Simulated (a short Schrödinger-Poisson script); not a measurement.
System: MOS inversion layer, SiO2 on p-type Si(100), at 300 K.

| layer | material | thickness (nm) | Na (cm⁻³) |
|---|---|---|---|
| 1 | SiO2 | 1.8 | - |
| 2 | Si | 1400 | 9.2e16 |

The device is made up for the run: typed textbook-type constants, with dimensions and the other settings drawn at random. SiO2: permittivity 3.9, conduction-band edge (eV) 3.15, gap (eV) 9, electron mass (mₑ) 0.5. Si: permittivity 11.7, conduction-band edge (eV) 0, gap (eV) 1.124, Nv at 300 K (cm⁻³) 3.1e19.

Channel valleys (confinement mass, in-plane density-of-states mass, number): Δ2 0.916, 0.19, 2; Δ4 0.19, 0.417, 4. At the gate the conduction-band edge of layer 1 lies 3.3 eV − eVg above the Fermi level of the channel; the field vanishes at the back. Gaps are held at their typed values at every temperature. Mesh 0.03 nm at interfaces.

From a short Schrödinger-Poisson script (our own, NumPy): 1D Poisson equation in equilibrium, electrons classical, Boltzmann, parabolic valleys, classical holes, full ionisation, no traps, pinning or gate leakage.

The same stack at other levels of the model or other numerical settings:

```tsv
run	sheet density of all electrons at Vg = 0.95 V (cm⁻²)	sheet density of all electrons at Vg = 0.35 V (cm⁻²)	capacitance at Vg = 0.95 V (μF/cm²)	centroid of the channel electrons at Vg = 0.95 V (nm)	rough cost against the base
base	7.84e12	1.51e12	1.79	0.69	about 1
electrons treated as classical, Fermi-Dirac	7.56e12	1.49e12	1.70	___	5
electrons treated as quantum, Hartree	6.31e12	___	1.51	1.95	30
mesh six times as coarse	7.71e12	1.49e12	1.76	___	0.6
```

Q: Complete the blanks.

A: 
- electrons treated as quantum, Hartree, sheet density of all electrons at Vg = 0.35 V (cm⁻²): 1.05e12
- mesh six times as coarse, centroid of the channel electrons at Vg = 0.95 V (nm): 0.78
- electrons treated as classical, Fermi-Dirac, centroid of the channel electrons at Vg = 0.95 V (nm): 0.86

The classical rows ignore confinement, and Boltzmann statistics overrate the density once the band edge passes the Fermi level.
